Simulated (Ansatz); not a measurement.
Results of PBEsol (PAW; Ansatz, an electronic-structure program) for MnN (F-43m, No. 216, 2 atoms in the cell; start mp-1009130).

Input:

Ansatz 0.2 input:
```yaml
crystal:
  lattice:
    - [0.0, 2.101270367, 2.101270367]
    - [2.101270367, 0.0, 2.101270367]
    - [2.101270367, 2.101270367, 0.0]
  atoms:
    - { symbol: Mn, position: [0.0, 0.0, 0.0] }
    - { symbol: N, position: [0.75, 0.75, 0.75] }
basis:
  ecutwfc: 520
  ecutrho_ratio: 4
  xc_grid: 2
kpoints:
  mp_grid: { grid: [22, 22, 22] }
hamiltonian:
  xc: pbesol
  dispersion: none
  pseudopotentials: { kind: paw }
scf:
  occupations: { method: fermi_dirac, width: 0.05 }
  convergence: { dr2_threshold: 0.0000000002 }
output:
  forces: true
  stress: true
  eigenvalues: true
```

From the output:

```
Crystal: 2 atoms, lattice volume = 18.556 Å³
Basis set: ecut = 520 eV, 531 PW (Γ), exchange–correlation on 48×48×48 points (8 copies of the dense FFT grid, shifted against one another)
Bands: 14, of which v1, the nominal top of the filled ones, is band 10 counted from 1 (9 counted from 0)
Symmetry: 24 space group operations
Space group: F-43m (ITA 216), of the structure as read, at distance tolerance 2.6e-5 Å
k-points: 328 of 10648 (time reversal used)
Functional: x = pbesol(κ = 0.804, μ = 0.12345679012345678), c = pbesol(β = 0.046)
SCF iter   1: F=—  HF=-4248.145903 eV  |F-HF|=—  |Δ(HF+E_count)|=         —  Δρ=2.04e-2  dr2=7.63e-2
SCF iter   2: F=—  HF=-4248.139452 eV  |F-HF|=—  |Δ(HF+E_count)|=   6.45e-3  Δρ=1.57e-2  dr2=4.59e-2
  ...
SCF iter   6: F=—  HF=-4248.132282 eV  |F-HF|=—  |Δ(HF+E_count)|=   3.63e-6  Δρ=1.26e-5  dr2=1.65e-8
SCF iter   7: F=-4248.132282 eV  HF=-4248.132282 eV  |F-HF|=1.00e-11  |Δ(HF+E_count)|=   1.80e-9  Δρ=4.66e-7  dr2=1.41e-11
SCF 1 converged in 7 iterations: F = -4248.132282 eV  dr2 = 1.41e-11
SCF converged after 7 iterations
Free energy (F): -4248.132282 eV
Internal energy: -4248.125307 eV  (E = F + TS)
E sigma→0 (E₀):  -4248.128794 eV
Fermi energy:    15.569361 eV
--- Stress (GPa, compression-positive) ---
        0.000848       0.000000       0.000000
       -0.000000       0.000848      -0.000000
        0.000000      -0.000000       0.000848
  P = ⅓ Tr σ = 0.0008 GPa (0.008 kbar)
```

The PAW data were made under PBE.

Note: the run has no spin polarisation, so it can have missed a magnetic state.

It cost roughly 10 core-seconds of CPU time.

A start named mp-… is a Materials Project structure, which need not be a measured phase.
